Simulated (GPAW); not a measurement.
Band structure of Ni (Fm-3m, 1 atom in the cell).

```
CELL_PARAMETERS angstrom
      0.00000     1.73712     1.73712
      1.73712     0.00000     1.73712
      1.73712     1.73712     0.00000
ATOMIC_POSITIONS crystal
  Ni 0.00000 0.00000 0.00000
```
Moments meant for the start (each program seeds them in its own way; μB, in the order of the atoms Ni): 1.0.

Method: PBE, GPAW PAW datasets PBE (gpaw-data 1.0.1) (plane waves; GPAW 25.7.0).

Settings: spinpol = true; mode = pw; ecut = 850 eV; xc = PBE; kpts = 11 11 11; mesh shift (steps) = 0 0 0; occupations.name = fermi-dirac; occupations.width = 0.1 eV; nbands = -5; symmetry.symmorphic = false; symmetry.tolerance = 0.0005; maxiter = 100; bandpath_npoints = 40.

The starting cell has typed, rounded lattice constants, without a prior relaxation at this level. Its lattice was rescaled by a random factor within 2.5 % of one. With one magnetic atom in the cell only a parallel order is possible.

Levels in eV from the Fermi level, bands 5 to 12 of the first spin channel:
```csv
point,5,6,7,8,9,10,11,12
Γ,-2.54,-2.54,-2.54,-1.29,-1.29,23.96,27.90,27.90
X,-4.43,-0.51,-0.39,-0.39,2.28,9.59,14.96,14.96
W,-3.26,-3.26,-1.37,-0.39,7.89,7.89,10.23,11.39
K,-3.95,-2.24,-1.12,-0.68,5.83,7.45,10.27,17.36
L,-2.54,-2.54,-0.57,-0.55,-0.55,5.98,22.39,24.98
U,-3.95,-2.24,-1.12,-0.68,5.83,7.45,10.27,17.36
```

Bands cross the Fermi level along this path, so the cell is metallic at this level.

The net moment of the cell came out as 0.58 μB.
